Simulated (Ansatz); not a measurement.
**SiO2 (P4₁2₁2, No. 92)**

Calculation: PBEsol in Ansatz (PAW).

Settings: plane-wave cutoff 520 eV, 8×8×6 k mesh (along the axes of the cell as run), Fermi–Dirac smearing 0.01 eV, scalar-relativistic PAW data made under PBE.

Cell (measured lattice):

```
O2Si
1.0
    4.97090     0.00000     0.00000
    0.00000     4.97090     0.00000
    0.00000     0.00000     6.92780
Si O
4 8
Direct
  0.30050   0.30050   0.00000
  0.19950   0.80050   0.25000
  0.69950   0.69950   0.50000
  0.80050   0.19950   0.75000
  0.23920   0.10370   0.17860
  0.39630   0.73920   0.42860
  0.76080   0.89630   0.67860
  0.60370   0.26080   0.92860
  0.73920   0.39630   0.57140
  0.89630   0.76080   0.32140
  0.26080   0.60370   0.07140
  0.10370   0.23920   0.82140
```

| Property | Value |
|---|---|
| band gap | 5.75 eV (direct) |

Note: cell and atoms aren't relaxed at this level (largest force component 0.35 eV/Å, pressure 5.5 GPa).

Static lattice: no zero-point or thermal effects.

Ansatz is an electronic-structure program.
